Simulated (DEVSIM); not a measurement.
System: illuminated InP p-on-n cell, one wavelength, at 400 K.

Layer 1 from the left is InP, thickness (μm) 0.920, Na (cm⁻³) 7.9e17, τn (s) 7e-10, τp (s) 9.2e-10, absorption coefficient (cm⁻¹) 9300. Layer 2 from the left is InP, thickness (μm) 3.90, Nd (cm⁻³) 2.4e16, τn (s) 1.3e-9, τp (s) 1.3e-9, absorption coefficient (cm⁻¹) 9300.

Left contact: ohmic, minority electron recombination velocity 60000 cm/s. Right contact: ohmic, minority hole recombination velocity 300 cm/s. Voltage is applied to the left contact. Recombination: SRH at mid-gap, radiative, Auger. Light enters at the left, 6.6e17 photons cm⁻² s⁻¹, one pass, no reflection. Mobility is constant in doping.

This is a model device: material constants are rounded textbook-type values typed into the input, and sizes, dopings and lifetimes were drawn at random. Values at 300 K; Nc and Nv go as T^1.5, mobilities as T to minus their exponent, the gap by Varshni's rule with the affinity fixed.

InP: gap (eV) 1.344, affinity (eV) 4.38, permittivity 12.5, Nc (cm⁻³) 5.7e17, Nv (cm⁻³) 1.1e19, μn (cm²/Vs) 5200, μp (cm²/Vs) 170, T exponent of μn 2, T exponent of μp 2, B (cm³/s) 1.2e-10, Cn (cm⁶/s) 9e-31, Cp (cm⁶/s) 9e-31, Varshni α (eV/K) 0.000363, Varshni β (K) 162.

Simulated with DEVSIM: 1D drift-diffusion, Boltzmann statistics, complete ionisation; no tunnelling, impact ionisation, image-force lowering or self-heating.

### Question
What does the simulation give for the largest field in the device at zero bias, the potential step across the device at zero bias?

### Answer
largest field in the device at zero bias 90000 V/cm; potential step across the device at zero bias 1.082 V.
